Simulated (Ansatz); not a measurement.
What uniaxial strain ε_zz = −1.50 % does to InP

The reference is InP in the zinc blende structure (space group F-43m, No. 216; a = 5.827 Å). Axes: x, y, z lie along the cube axes.

Modification: uniaxial strain ε_zz = −1.50 %, all other strain components held at zero; the atoms relax in the strained cell.

Level of theory: LDA/PAW in Ansatz (a program for electronic structure), no spin-orbit coupling. Γ-centred 10×10×10 mesh, Fermi–Dirac width 0.05 eV.

The volume per atom drops by 0.37 Å³ (24.73 Å³ → 24.36 Å³) and the space group becomes I-4m2 (No. 119) (base: F-43m (No. 216)). The shortest interatomic distance decreases by 0.024 bohr (4.768 bohr → 4.744 bohr) and the energy increases by 1.8 meV/atom. The band gap increases by 0.03 eV, from 0.58 eV to 0.61 eV and the gap character is still direct at Γ. The electron mass changes from 0.046 mₑ (at Γ) to 0.049 mₑ along z, 0.053 mₑ across (at Γ) and the valence-band top at Γ (three highest levels, from the VBM) goes from 0.00, 0.00, 0.00 eV to 0.00, -0.07, -0.07 eV. The stress (xx, yy, zz, yz, xz, xy; compression positive) comes out as (0.89, 0.89, 1.53, 0.00, 0.00, 0.00) GPa.

Cost of the whole job for the changed cell (relaxation, final SCF and bands): roughly 18 core-seconds.

Masses are band curvatures over ±0.01 Å⁻¹ around the edge. No phonon test of stability was made. k-point labels follow each cell's own Brillouin zone.
